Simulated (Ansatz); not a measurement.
MnP-type NiSi (1 0 0) on wurtzite GaN (0 0 1) (film strained to the substrate, started from cuts of the bulks and a machine-learned relaxation; slabs Ga12N12 and Ni8Si8, which can lie off the formulas)

A periodic stack without vacuum, MnP-type NiSi (1 0 0) on wurtzite GaN (0 0 1) (film strained to the substrate, started from cuts of the bulks and a machine-learned relaxation; slabs Ga12N12 and Ni8Si8, which can lie off the formulas): substrate slab Ga12N12, film Ni8Si8, surface cells [[-1, 1], [-1, -1]] and [[0, 1], [-1, 0]], film strained by -4.3 and -0.8 %, outermost planes N/Ga and Si/Si as cut, which need not be the usual terminations and can put a slab off its formula.

The start was prepared with a machine-learned potential, and the result is one local minimum, with the in-plane cell held and forces under 0.04 eV/Å; the film can end far from its bulk form.

Calculation: PBE (plane waves to 420 eV, PAW; Ansatz, a quantum-chemistry and plane-wave program). Scalar-relativistic, without spin–orbit coupling; the runs are not spin-polarised; PBE gaps are too small against experiment. Its k-point mesh 5×8×1, Fermi–Dirac width 0.05 eV.

| Property | Value |
|---|---|
| interface area | 18.0 Å² |
| period | 27.17 Å |
| heights between the nearest atoms of the two slabs at the two interfaces | 1.99 and 1.73 Å |
| Ga–Si contacts across the interfaces within 1.22 times the sum of covalent radii | 3, mean 2.73 Å |
| Ga–Ni contacts across the interfaces within 1.22 times the sum of covalent radii | 2, mean 2.73 Å |
| N–Si contacts across the interfaces within 1.22 times the sum of covalent radii | 1, mean 1.75 Å |
| estimate of the barrier | withheld, since the two interfaces are unlike |
| slope of the mean potential energy in the substrate | -2.3 MV/cm × e |

```xyz
40
Lattice="5.5740 0.0001 0.2387 0.0001 3.2185 -0.0225 3.2797 -1.4019 27.3463" Properties=species:S:1:pos:R:3 pbc="T T T"
Ga     2.5819    -0.1754     1.5771
Ga     5.5043     1.4305     1.7308
Ga     4.3784    -0.1589     4.3036
Ga     1.6087     1.4511     4.1666
N      2.5600    -0.1622     3.5845
N      5.3402     1.4458     3.6934
N      4.5208    -0.1839     1.0718
N      1.7519     1.4298     0.9156
Ga     2.4142    -0.1400     6.8372
Ga     5.2055     1.4691     6.9487
Ga     4.1589    -0.1218     9.5329
Ga     1.3778     1.4875     9.4097
N      2.3297    -0.1260     8.8165
N      5.1207     1.4832     8.9288
N      4.3019    -0.1449     6.2822
N      1.5135     1.4646     6.1481
Ga     2.1951    -0.1033    12.0897
Ga     4.9777     1.5058    12.1698
Ga     3.9453    -0.0850    14.8116
Ga     6.7136     1.5244    14.9448
N      2.1121    -0.0894    14.0940
N      4.8896     1.5194    14.1261
N      4.0718    -0.1081    11.5080
N      1.2960     1.5012    11.3944
Ni     3.8635    -0.0467    20.2420
Ni     3.2864    -0.0661    17.4826
Ni     6.7783     1.5436    17.6464
Ni     5.9392     1.5625    20.3538
Si     7.3041    -0.0538    19.3766
Si     5.4437    -0.0708    16.8901
Si     4.4678     1.5506    18.5725
Si     2.4912     1.5692    21.1277
Ni     3.6543    -0.0059    25.4508
Ni     3.0295    -0.0274    22.8395
Ni     6.5484     1.5808    23.0516
Ni     5.7418     1.5974    25.7401
Si     7.0470    -0.0163    24.8587
Si     5.2706    -0.0352    22.0401
Si     4.3521     1.5903    23.8877
Si     7.9436     1.6121    26.6483
```
